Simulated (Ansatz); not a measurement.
The starting structures come from a database of crystals and need not be the phases stable at ambient conditions.

Input:

```
CELL_PARAMETERS angstrom
      4.57074     0.00000     0.00000
      0.00000     4.57074     0.00000
      2.28537     2.28537     3.23200
ATOMIC_POSITIONS crystal
  Mg 0.00000 0.00000 0.00000
  Te 0.25000 0.75000 0.50000
```

Space group of this cell: F-43m, zinc blende. The cell is taken as given.

The current runs along the normal of the first two printed vectors, the (001) plane. All runs by Ansatz (a program for electronic structure), plane waves and PAW, without spin-orbit coupling; the base is PBEsol.

| run | mean pressure (GPa) | gap (eV) | mid-gap κ (1/Å) |
|---|---|---|---|
| base | -0.4 | 2.30 | 0.161 |
| all lengths scaled by 0.98 | 2.0 | 2.56 | 0.172 |
| all lengths scaled by 1.02 | -2.2 | … | … |
| lda in place of pbesol | -1.6 | 2.18 | 0.154 |
| lengths across the current scaled by 0.98, ions clamped | 1.1 | 2.45 | 0.169 |
| lengths across the current scaled by 1.02, ions clamped | -1.7 | 2.10 | 0.152 |
| lengths along the current scaled by 0.97, ions clamped | 0.7 | … | … |
| lengths along the current scaled by 1.03, ions clamped | -1.4 | … | … |

Question: Some entries are withheld; supply them.

Answer: 
- all lengths scaled by 1.02, gap (eV): 2.05
- all lengths scaled by 1.02, mid-gap κ (1/Å): 0.150
- lengths along the current scaled by 0.97, ions clamped, gap (eV): 2.37
- lengths along the current scaled by 0.97, ions clamped, mid-gap κ (1/Å): 0.165
- lengths along the current scaled by 1.03, ions clamped, gap (eV): 2.14
- lengths along the current scaled by 1.03, ions clamped, mid-gap κ (1/Å): 0.156
